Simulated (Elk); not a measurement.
Worked example: self-consistent single point of LaAl2 (Fd-3m, 6 atoms in the cell) in Elk.

Method: PBEsol, spin-orbit coupling in second variation, all-electron FP-LAPW, Elk's shipped species files, LAPW+lo basis in Elk.

```
LaAl2
1.0
    0.00000     4.06447     4.06447
    4.06447     0.00000     4.06447
    4.06447     4.06447     0.00000
La Al
2 4
Direct
  0.00000   0.00000   0.00000
  0.25000   0.25000   0.25000
  0.62500   0.62500   0.62500
  0.12500   0.62500   0.62500
  0.62500   0.62500   0.12500
  0.62500   0.12500   0.62500
```

Reference input (self-consistent single point, DFT, PBEsol, all-electron FP-LAPW, Elk's shipped species files, LAPW+lo basis): xctype = 22; rgkmax = 7.5; stype = 0; swidth = 0.00999582 Ha; ngridk = 5 5 5; gmaxvr = 16 1/bohr; nxoapwlo = 1; maxscl = 100. This run's input differs from it in these lines:

```diff
@@ -5,2 +5,5 @@
   22
+
+spinorb
+  .true.
 
@@ -14,2 +17,8 @@
   1
+
+lmaxi
+  3
+
+nempty
+  10
```

The program printed (abridged):

```
│ Self-consistent loop started │
│ Loop number : 1 │
 total energy                :     -17972.3570559
 total moment                :  -0.4140645705E-20 -0.5411275351E-21  0.1857457531E-20
│ Loop number : 2 │
 total energy                :     -17972.2476420
 total moment                :   0.2885458159E-20  0.1092885518E-21  0.6282451454E-21
RMS change in Kohn-Sham potential (target) :   0.3129161671     (  0.1000000000E-05)
Absolute change in total energy (target)   :   0.1094139037     (  0.1000000000E-03)
│ Loop number : 3 │
 total energy                :     -17967.1194330
   [... lines left out ...]
 total energy                :     -17958.4502104
 total moment                :   0.2747478256E-20 -0.1277811561E-19 -0.6550932222E-20
RMS change in Kohn-Sham potential (target) :   0.5724885699E-07 (  0.1000000000E-05)
Absolute change in total energy (target)   :   0.1088897188E-03 (  0.1000000000E-03)
│ Loop number : 15 │
 total energy                :     -17958.4502169
 total moment                :  -0.4094243223E-20 -0.1802978217E-19 -0.1070832569E-20
RMS change in Kohn-Sham potential (target) :   0.1564730332E-07 (  0.1000000000E-05)
Absolute change in total energy (target)   :   0.2070938353E-04 (  0.1000000000E-03)
Convergence targets achieved

│ Loop number : 16 │

Energies :
 Fermi                       :     0.308147329189
 xc effective B-field        :    -0.917680221744E-10
 external B-field            :      0.00000000000
 total energy                :     -17958.4502206
 (external B-field energy excluded from total)

Density of states at Fermi energy :    100.9969883
 (states/Hartree/unit cell)

Estimated indirect band gap :   0.2296633823E-02
 from k-point      3 to k-point      7
Estimated direct band gap   :   0.6659281833E-02
 at k-point      3

Charges :
 core                        :    108.0000000
 valence                     :    58.00000000
 interstitial                :    11.89629580
 muffin-tins (core leakage)
  species :    1 (La)
   atom    1                 :    54.69296297     (  0.2253645937E-03)
   [... lines left out ...]
   atom    3                 :   0.1523372115E-22  0.4256816617E-23 -0.3374002640E-23
   atom    4                 :   0.4256816617E-23 -0.3374002640E-23  0.1523372115E-22
 total in muffin-tins        :  -0.9108550034E-20 -0.1144351618E-19  0.3435542674E-20
 total moment                :  -0.9054110755E-20 -0.1145133603E-19  0.3471329591E-20

│ Self-consistent loop stopped │
```

The run converged in 16 iterations. The count includes the last loop, which Elk runs after its targets are met. 

The starting cell comes from a database of computed structures (which also holds hypothetical and non-ambient phases and stackings), without a prior relaxation at this level. Values depend on the basis (sphere radii, cutoffs, local orbitals), which need not be converged. The log's line on a gap gives a spacing of levels on this mesh, which the program prints for metals too.

Cost on one core of a shared machine: roughly 3 min.
